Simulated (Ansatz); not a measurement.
The slab is Si(111) 1x1 surface, 6 top atoms, 3 bilayers, bottom bilayer H-capped and fixed, every top atom capped by Cl; cell 11.5 x 6.6 Å; about 9 Å thick over its heavy atoms, 18 atoms held. All values below come from PBE-D3(BJ) (plane waves to 420 eV, PAW; Ansatz, a program for electronic structure). Sampling: 1x2x1 k points. The slab states were run without spin polarisation. Results hold for this slab, coverage and mesh. No zero-point or entropy terms are included. Relaxed states are local minima reached from one prepared geometry each.

One Cl2 a cell is brought to Si(111):Cl. Relaxed result near the molecule:

```
atom    x (Å)  y (Å)   z (Å)
------  -----  -----  ------
Cl(u0)  3.899  2.254  14.667
Cl(u1)  5.616  1.220  14.670
```

Task: What is the adsorption energy against the free Cl2 and the slab before, and how much of it is dispersion?

Result: -0.17 eV (negative: bound); the D3 term gives -0.17 eV of it. Its closest contact to the surface is Cl(u1) to Cl(30) at 3.76 Å; no covalent or hydrogen bond holds it, so it is physisorbed.
